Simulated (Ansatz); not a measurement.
We consider rock-salt NaH, described by PBEsol-D3(BJ) (PAW; Ansatz, a program for electronic structure).

Run with plane-wave cutoff 520 eV, 12×12×12 k mesh, Fermi–Dirac smearing 0.01 eV, scalar-relativistic PAW data made under PBE.

Energies at three volumes about the minimum:

```json
[
 {"V (Å³/atom)": "12.560", "E − E_lowest (meV/atom)": "0.45"},
 {"V (Å³/atom)": "12.817", "E − E_lowest (meV/atom)": "0.00"},
 {"V (Å³/atom)": "13.073", "E − E_lowest (meV/atom)": "0.42"}
]
```

Fit a parabola by hand: where is the minimum, what lattice constant follows, and what is the bulk modulus?

Slopes: (0.00 − 0.45)/(12.817 − 12.560) = -1.751 and (0.42 − 0.00)/(13.073 − 12.817) = 1.641 meV/Å³. Curvature E″ = 2 × (1.641 − (-1.751))/(13.073 − 12.560) = 13.224 meV/Å⁶. From the middle of the first interval, the slope vanishes at V0 = 12.6885 − (-1.751)/13.224 = 12.821 Å³/atom. B = V0 E″ = 12.821 × 13.224 meV/Å³ × 0.1602 GPa per meV/Å³ = 27.2 GPa. With 8 atoms in the cube, a = (8 × 12.821)^(1/3) = 4.681 Å. The full Birch–Murnaghan fit to all volumes gives V0 = 12.816 Å³/atom and B0 = 27.2 GPa.

Measured, for comparison: bulk modulus 19.4 ± 2 GPa (room temperature, no zero-point or thermal correction; as tabulated in High-pressure studies of NaH to 54 GPa); lattice constant a 4.872 Å (room temperature, no zero-point or thermal correction, our sources range from 4.872 to 4.880; as tabulated in Thermodynamic Modeling of Hydrogen Storage Capacity in Mg-Na Alloys). Computed (rounded) less measured: bulk modulus +40 % (against room or unstated temperature, where such soft solids are markedly softer).
